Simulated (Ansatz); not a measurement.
The reference is TiO$_{2}$ in the anatase structure (space group I4_1/amd, No. 141; a = 3.798 Å, c = 9.704 Å).

The values are results of PBE, PAW, 420 eV (Ansatz, an electronic-structure program; no SOC), earlier PAW set, not measurements.

For the base:

The smallest direct gap comes out as 2.43 eV and the width of the top valence band is 0.84 eV. The density is 3.79 g/cm³.

One thing is altered: hydrostatic tension (pressure −2 GPa).

How does this affect the smallest direct gap?

The smallest direct gap falls by 0.017 eV, from 2.43 eV to 2.42 eV.

Estimate the effect on the width of the top valence band.

The width of the top valence band falls by 0.04 eV (0.84 eV → 0.80 eV).

Estimate the effect on the density.

The density falls by 0.044 g/cm³, from 3.79 g/cm³ to 3.74 g/cm³.

Load acts through the strain it causes; cell and atoms are relaxed under it. No phonon test of stability was made. The final runs are not spin-polarised.
